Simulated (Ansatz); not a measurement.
Pair distribution function (total) of Ru (hcp), cell Ru48, started from the crystal [in the run: it stayed crystalline; mean temperature 306 K (target 300 K); density 12.12 g/cm³; under uneven stress (diagonal components 0.8 GPa apart); one k-point, which a denser mesh shifts by 0.4 GPa in pressure and 0.07 eV/Å in forces], from MD at 306 K. Level of theory: PBE (plane waves, PAW; Ansatz, an electronic-structure program). Volume per atom 13.85 Å³, mean pressure -0.3 GPa. 

```
r (Å) | g(r)
     1.74 |  0.00
     1.78 |  0.00
     1.82 |  0.00
     1.86 |  0.00
     1.90 |  0.00
     1.94 |  0.00
     1.98 |  0.00
     2.02 |  0.00
     2.06 |  0.00
     2.10 |  0.00
     2.14 |  0.00
     2.18 |  0.00
     2.22 |  0.00
     2.26 |  0.00
     2.30 |  0.00
     2.34 |  0.00
     2.38 |  0.00
     2.42 |  0.00
     2.46 |  0.01
     2.50 |  0.06
     2.54 | # 0.54
     2.58 | ###### 2.33
     2.62 | ################ 6.09
     2.66 | ########################### 10.0
     2.70 | ############################## 11.2
     2.74 | ###################### 8.26
     2.78 | ############# 4.68
     2.82 | ##### 1.73
     2.86 | # 0.48
     2.90 |  0.08
     2.94 |  0.01
     2.98 |  0.00
     3.02 |  0.00
     3.06 |  0.00
     3.10 |  0.00
     3.14 |  0.00
     3.18 |  0.00
     3.22 |  0.00
     3.26 |  0.00
     3.30 |  0.00
     3.34 |  0.00
     3.38 |  0.00
     3.42 |  0.00
     3.46 |  0.00
     3.50 |  0.00
     3.54 |  0.00
     3.58 |  0.01
     3.62 |  0.06
     3.66 | # 0.23
     3.70 | ## 0.73
     3.74 | #### 1.49
     3.78 | ###### 2.38
     3.82 | ####### 2.70
     3.86 | ###### 2.06
     3.90 | ### 1.10
     3.94 | # 0.47
     3.98 |  0.12
     4.02 |  0.03
```

**Question.** From these data, give where the first shell ends and the number of neighbours in it.

**Answer.** g is nil from 3.0 to 3.5 Å, so any cut there serves; 12.0 neighbours in the shell, from n = 4πρ∫r²g(r)dr.
